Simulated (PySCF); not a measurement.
PySCF 2.14.0, MP2 (frozen core)/def2-svp: C[Si@@H](Cl)C#C/C=C/[SiH3], 17 atoms. The geometry is a generated start, not checked to be a minimum at this level.

task: mp2
basis: def2-svp
two-electron scheme: exact four-centre integrals
frozen core: true
mf.init_guess: minao (default)
mf.DIIS: CDIIS (default)
mf.diis_space: 8 (default)
mf.conv_tol: 1e-09 (default)
basis functions (reference run): 169

On 4 threads, 1 BLAS thread. Build: conda-forge: OpenMP (GNU), OpenBLAS with its own threads, libcint, Libxc. Single runs; times are not shown.

Values of mol.max_memory tried: 8000 MB, 4000 MB, 2000 MB, 1000 MB, 500 MB, 300 MB, 200 MB.

Q: How low can the memory setting go, and what changes on the way?

A: It runs down to 200 MB, the lowest tried, with the same result. At 8000 MB: SCF integrals in memory, transformation in memory. From 1000 MB down: SCF integrals in memory, transformation through a file. From 500 MB down: direct SCF, transformation through a file.

```tsv
mol.max_memory	path	peak memory
8000 MB	SCF integrals in memory, transformation in memory	1.2 GiB
4000 MB	SCF integrals in memory, transformation in memory	1.2 GiB
2000 MB	SCF integrals in memory, transformation in memory	1.2 GiB
1000 MB	SCF integrals in memory, transformation through a file	1.7 GiB
500 MB	direct SCF, transformation through a file	0.90 GiB
300 MB	direct SCF, transformation through a file	0.91 GiB
200 MB	direct SCF, transformation through a file	0.91 GiB
```

Peak memory is the kernel's count for the largest process, libraries included and scratch files not. The peak passes the setting at 1000 MB, 500 MB, 300 MB, 200 MB: it is no hard cap. MP2's transformation through a file may take 2000 MB even at lower settings.
